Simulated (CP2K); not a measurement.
# Variants of one calculation on BaTaS3 (P6_3/mmc, 10 atoms in the cell)

```yaml
crystal:
  lattice:
    - [6.94579, 0.00000, 0.00000]
    - [-3.47289, 6.01523, 0.00000]
    - [0.00000, 0.00000, 5.70674]
  atoms:
    - { symbol: Ba, position: [0.33333, 0.66667, 0.75000] }
    - { symbol: Ba, position: [0.66667, 0.33333, 0.25000] }
    - { symbol: Ta, position: [0.00000, 0.00000, 0.00000] }
    - { symbol: Ta, position: [0.00000, 0.00000, 0.50000] }
    - { symbol: S, position: [0.66175, 0.83088, 0.25000] }
    - { symbol: S, position: [0.33825, 0.16912, 0.75000] }
    - { symbol: S, position: [0.83088, 0.66175, 0.75000] }
    - { symbol: S, position: [0.16912, 0.33825, 0.25000] }
    - { symbol: S, position: [0.16912, 0.83088, 0.25000] }
    - { symbol: S, position: [0.83088, 0.16912, 0.75000] }
```

Base run A: LDA (Pade form), GPW, DZVP-MOLOPT-SR-GTH basis, GTH-PADE potentials (GTH_POTENTIALS) run with CP2K, self-consistent single point.

Its settings: CUTOFF = 500 Ry; REL_CUTOFF = 40 Ry; SMEAR/METHOD = METHFESSEL_PAXTON; SIGMA = 0.136 eV; KPOINTS/SCHEME = MONKHORST-PACK 4 4 4; GAMMA_CENTERED = T; XC_FUNCTIONAL = PADE; Ba/BASIS_SET = DZVP-MOLOPT-SR-GTH-q10; Ba/POTENTIAL = GTH-PADE-q10; Ta/BASIS_SET = DZVP-MOLOPT-SR-GTH-q13; Ta/POTENTIAL = GTH-PADE-q13; S/BASIS_SET = DZVP-MOLOPT-SR-GTH-q6; S/POTENTIAL = GTH-PADE-q6; METHOD = GPW; EPS_DEFAULT = 1e-10; NGRIDS = 5; SCF_GUESS = ATOMIC; EPS_SCF = 1e-06; MAX_SCF = 100; ADDED_MOS = 14.

The starting cell comes from a database of computed structures (which also holds hypothetical and non-ambient phases and stackings), without a prior relaxation at this level. Spin polarisation is off. Values carry the incompleteness of an atom-centred basis. In the base run, with a pressure of about -6 GPa the cell is away from its equilibrium volume at this level.

ΔF is the free energy per atom less that of run A. 

Run A gave: pressure (GPa) -5.92; largest force (eV/Å) 0.241; k-points 36.

Runs:
- B: CUTOFF: 500 Ry → 750 Ry
- C: EPS_SCF: 1e-06 → 0.001
- D: FULL_GRID: default → T
- E: SMEAR/METHOD: METHFESSEL_PAXTON → FERMI_DIRAC; SIGMA: 0.136 eV → default; ELECTRONIC_TEMPERATURE: default → 1160.45 K
- F: MIXING/ALPHA: 0.2 → 0.6
- G: EPS_DEFAULT: 1e-10 → 1e-12
- H: MIXING/NBUFFER: 10 → 6

Problem. What does run E change against A?

Solution. The free energy drops by 5.2 meV/atom, the pressure moves little (-5.92 to -5.87 GPa) and the largest force goes from 0.241 to 0.254 eV/Å.

```csv
run,ΔF (meV/atom),pressure (GPa),largest force (eV/Å),k-points
A,0.00,-5.92,0.241,36
B,0.00,-5.92,0.241,36
C,0.00,-5.92,0.240,36
D,0.00,-5.92,0.241,64
E,-5.2,-5.87,0.254,36
F,0.00,-5.92,0.241,36
G,0.00,-5.92,0.241,36
H,0.00,-5.92,0.241,36
```
